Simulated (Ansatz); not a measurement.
The reference is SnO$_{2}$ in the rutile structure (space group P4_2/mnm, No. 136; a = 4.760 Å, c = 3.201 Å).

The other end (x = 1) is SiO2 in the rutile structure (space group P4_2/mnm, No. 136): 7.79 Å³/atom, gap 6.51 eV.

Level of theory: r2SCAN (Ansatz, an electronic-structure program), no spin-orbit coupling.

Si replaces a fraction x of Sn; each row is one arrangement (x, atoms in the cell, starting space group or random), fully relaxed.

One change was made to it. Results:

```json
[
 {"quantity": "valence-band top at Γ (three highest levels, from the VBM)", "base": "0.00, -0.77, -0.77 eV", "after": "0.00, -0.65, -0.83 eV"},
 {"quantity": "mixing energy", "base": "–", "after": "+78 meV/atom"}
]
```

Which change produced these results?
A. x(Si) = 0.75, 12 atoms, Cmmm
B. x(Si) = 0.5, 12 atoms, Pmmm
C. x(Si) = 0.5, 12 atoms, P2_1/c
D. x(Si) = 0.5, 12 atoms, Pmn2_1
E. x(Si) = 0.25, 12 atoms, C2/m

E, x(Si) = 0.25, 12 atoms, C2/m. For comparison, the mixing energy in the other runs: x(Si) = 0.5, 12 atoms, P2_1/c gives +101 meV/atom; x(Si) = 0.75, 12 atoms, Cmmm gives +115 meV/atom; x(Si) = 0.5, 12 atoms, Pmn2_1 gives +152 meV/atom; x(Si) = 0.5, 12 atoms, Pmmm gives +0.257 eV/atom.

These are small ordered cells, not random alloys; other orderings at the same x differ. Stability against distortions was not tested.
